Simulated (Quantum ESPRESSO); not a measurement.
Quantum ESPRESSO is run on YCu5 (P6/mmm, 6 atoms in the cell), and the run fails. The aim is a self-consistent single point with DFT, PBEsol, plane waves, PSlibrary ultrasoft (PBE) pseudopotentials.

Cell that was meant: a = 5.0027 Å, b = 5.0027 Å, c = 4.0335 Å, α = 90.00°, β = 90.00°, γ = 120.00°.

Part of the input:

```fortran
  celldm(1) = 9.4537325700,
  celldm(3) = 0.806268641701,
  nat = 6,
  ntyp = 1,
  ecutwfc = 50,
  ecutrho = 350,
  occupations = 'smearing',
```

The program printed (abridged):

```
     This program is part of the open-source Quantum ESPRESSO suite
     for quantum simulation of materials; please cite

Warning: card CU    63.5460  CU.PBE-DN-RRKJUS_PSL.1.0.0.UPF ignored

 %%%%%%%%%%%%%%%%%%%%%%%%%%%%%%%%%%%%%%%%%%%%%%%%%%%%%%%%%%%%%%%%%%%%%%%%%%%%%%
     Error in routine read_cards (2):
     species Cu in ATOMIC_POSITIONS is nonexistent
 %%%%%%%%%%%%%%%%%%%%%%%%%%%%%%%%%%%%%%%%%%%%%%%%%%%%%%%%%%%%%%%%%%%%%%%%%%%%%%

     stopping ...
```

Read the log: what does the program object to, and what is the fix?

The fault is a species count that does not match the list of species. The number of species decides how many lines of the species card are read. To fix it, make the count match the list. The program stopped before any SCF iteration.

An input that runs soundly differs in these lines (not the only fix; some lines may just follow from the change or write a value another way):
```diff
-  ntyp = 1,
+  ntyp = 2,
```

With that input, the run converged in 14 iterations: free energy E − TS -9455.1240 eV; Fermi level (on the code's own zero) 12.21 eV; pressure -3.47 GPa (DFT, PBEsol, plane waves, PSlibrary ultrasoft (PBE) pseudopotentials).

On the sound input: the starting cell comes from a database of computed structures (which also holds hypothetical and non-ambient phases and stackings), without a prior relaxation at this level. Spin polarisation is off. With a pressure of about -3 GPa the cell is away from its equilibrium volume at this level.
